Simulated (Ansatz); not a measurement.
Phonon-limited resistivity of Ti3InC (Pm-3m) against temperature in μΩ·cm, PBEsol, DFPT electron-phonon coupling, linearised Boltzmann equation in Ansatz (a program for electronic structure), harmonic crystal at a fixed cell.

```csv
T,ρ
50 K,1.27
77 K,4.19
100 K,7.51
150 K,___
200 K,___
250 K,___
273 K,35.9
300 K,40.3
```

Task: What belongs in the gaps?

Result: 
- 150 K, ρ: 15.7
- 200 K, ρ: 24.0
- 250 K, ρ: 32.2

A metal at this level (no band gap). Only scattering by harmonic phonons is included (no impurities, grain boundaries, electron-electron scattering or thermal expansion). Spin-orbit coupling is left out. Halving the electron mesh (20x20x20) moves the resistivity by up to 2 %. Smearing 0.20 eV; phonons on a 3x3x3 q mesh, which this run doesn't test and which matters most at low temperature.

Computed structure with no diffraction record at hand here (it may be known, metastable or hypothetical): Ti3InC (Pm-3m).
